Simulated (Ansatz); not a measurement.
Phonon-limited resistivity of LiFeP (P4/nmm) against temperature in μΩ·cm, PBEsol, DFPT electron-phonon coupling, linearised Boltzmann equation (Ansatz, a first-principles code), harmonic crystal at a fixed cell. x, y and z are the axes of this cell:
```yaml
crystal:
  lattice:
    - [3.64559, 0.00000, 0.00000]
    - [0.00000, 3.64559, 0.00000]
    - [0.00000, 0.00000, 5.82175]
  atoms:
    - { symbol: Li, position: [0.00000, 0.50000, 0.65381] }
    - { symbol: Li, position: [0.50000, 0.00000, 0.34619] }
    - { symbol: Fe, position: [0.00000, 0.00000, 0.00000] }
    - { symbol: Fe, position: [0.50000, 0.50000, 0.00000] }
    - { symbol: P, position: [0.50000, 0.00000, 0.79282] }
    - { symbol: P, position: [0.00000, 0.50000, 0.20718] }
```

| T | ρ (x, y) | ρ (z) |
|---|---|---|
| 50 K | 0.23 | 1.97 |
| 77 K | 0.95 | 8.0 |
| 100 K | (withheld) | 16.0 |
| 150 K | (withheld) | 39 |
| 200 K | 7.4 | 64 |
| 250 K | 10.3 | 89 |

**Question.** Complete the blanks.

**Answer.** 
- 100 K, ρ (x, y): 1.90
- 150 K, ρ (x, y): 4.5

A metal at this level (no band gap). Only scattering by harmonic phonons is included (no impurities, grain boundaries, electron-electron scattering or thermal expansion). Spin-orbit coupling is left out. The run warned that the eigensolver left some states short of its tolerance. Halving the electron mesh (24x24x16) moves the resistivity by up to 8 %. Smearing 0.20 eV; phonons on a 4x4x3 q mesh, which this run doesn't test and which matters most at low temperature.

Formula and space group known from diffraction (Crystallography Open Database), not checked to be the room-temperature form: LiFeP (P4/nmm). Treated as nonmagnetic (a ferromagnetic start lost its moment, other orders weren't tried): LiFeP (P4/nmm).
